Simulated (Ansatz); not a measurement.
# Co on a Ru site (middle of the slab) in a 3x3 cell of the 1x1 (0001) surface of hcp Ru

Method: PBE (plane waves to 420 eV, PAW; Ansatz, a program for electronic structure).

Slab: 36 atoms, 6.3 Å thick at the start (thin: gaps and levels are the slab's own); k 4x4x1, smearing 0.1 eV, dipole-corrected; 9 atoms held, the rest relaxed; symmetry of the start imposed; spin-polarised, no spin-orbit, no U.

```
Property                                                                                  Result
----------------------------------------------------------------------------------  ------------
formation energy against hcp Co, ferromagnetic, hcp Ru                              8.7 kcal/mol
work function of the top face                                                            4.99 eV
change of the work function                                                            -0.010 eV
change of the step from the bottom to the top vacuum level, against the clean slab     -0.029 eV
energy released by relaxation                                                           0.022 eV
magnetic moment of the cell                                                              0.70 μB
largest move of a host atom                                                               0.03 Å
```
